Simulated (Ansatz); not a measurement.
Take SnS in the GeS type structure (space group Pnma, No. 62) as the base.

```
CELL_PARAMETERS angstrom
     11.15548     0.00000     0.00000
      0.00000     3.99991     0.00000
      0.00000     0.00000     4.26082
ATOMIC_POSITIONS crystal
  Sn 0.61842 0.75000 0.61176
  Sn 0.88158 0.25000 0.11176
  Sn 0.38158 0.25000 0.38824
  Sn 0.11842 0.75000 0.88824
  S  0.35287 0.75000 0.97526
  S  0.14713 0.25000 0.47526
  S  0.64713 0.25000 0.02474
  S  0.85287 0.75000 0.52474
```

Cartesian axes are those of the cell as printed.

Method: Ansatz (a program for electronic structure), PBE-D3(BJ), PAW, cutoff 420 eV, no SOC, earlier PAW set.

Base values:

```
Item                   Value
-------------------  -------
Smallest direct gap  0.85 eV
Band gap             0.70 eV
```

Perturbation: uniaxial strain ε_zz = +2.81 %, all other strain components held at zero, atoms relaxed at fixed cell.

Task: What does the calculation give for the stress, smallest direct gap, energy relative to the base and band gap after the change?

Result: The stress (xx, yy, zz, yz, xz, xy; compression positive) amounts to (-0.57, -0.91, -1.04, 0.00, 0.00, 0.00) GPa; the smallest direct gap goes up by 0.10 eV, from 0.85 eV to 0.95 eV; the energy goes up by 2.3 meV/atom; the band gap grows by 0.12 eV (0.70 eV → 0.82 eV).

Stability against distortions was not tested.
